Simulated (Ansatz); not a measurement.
System: CaS (model structure, F-43m, No. 216, 2 atoms in the cell). Method: G0W0@PBEsol+SOC (plane waves, hard PAW, contour deformation, complete-basis limit, spin–orbit shift from PBEsol; Ansatz, a first-principles code).

Run with largest k mesh 8×8×8 (not extrapolated in the mesh).

Cell (relaxed with PBEsol):

```
CELL_PARAMETERS angstrom
      0.00000     3.11496     3.11496
      3.11496     0.00000     3.11496
      3.11496     3.11496     0.00000
ATOMIC_POSITIONS crystal
  Ca 0.00000 0.00000 0.00000
  S  0.25000 0.25000 0.25000
```

Task: Predict the band gap.

Result: 
* **band gap**: 5.20 eV

Note: the correction to the complete basis was taken at k points off the band edges; spin–orbit coupling enters as the shift of the gap found with a semilocal functional; the relaxation could raise the start's symmetry but not lower it, so the cell can be a saddle point.

Static lattice: no zero-point or thermal effects.

The result took around 2.2 core-hours (rough).

A model structure was made by putting elements into a prototype or built by hand; it is no filed structure, need not be a known phase, and can be a saddle point held by its symmetry.
